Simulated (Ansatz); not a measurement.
Take ZrO$_{2}$ in the fluorite structure (space group Fm-3m, No. 225; a = 5.0893 Å) as the base.

Method: r2SCAN, PAW, 500 eV (Ansatz, a program for electronic structure; without spin-orbit coupling).

One change was made to it. Results:

The band gap rises by 0.085 eV to 3.97 eV; the electron mass (degenerate bands, along [100]) goes from 0.53, 2.1 mₑ (at Γ) to 0.51, 2.0 mₑ (at Γ); the shortest interatomic distance falls by 0.020 Å (2.204 Å → 2.184 Å).

Problem. Which of these changes matches the shifts?
A) pressure −2 GPa
B) pressure 7.5 GPa
C) pressure 1.5 GPa

Solution. B, pressure 7.5 GPa. For comparison, the band gap in the other runs: pressure −2 GPa gives 3.86 eV; pressure 1.5 GPa gives 3.90 eV.

Load acts through the strain it causes; cell and atoms are relaxed under it. Effective masses come from finite differences of ±0.01 Å⁻¹. No phonon test of stability was made. No other phases were tried under pressure. This is not the structure that ZrO2 has at room temperature and ambient pressure.
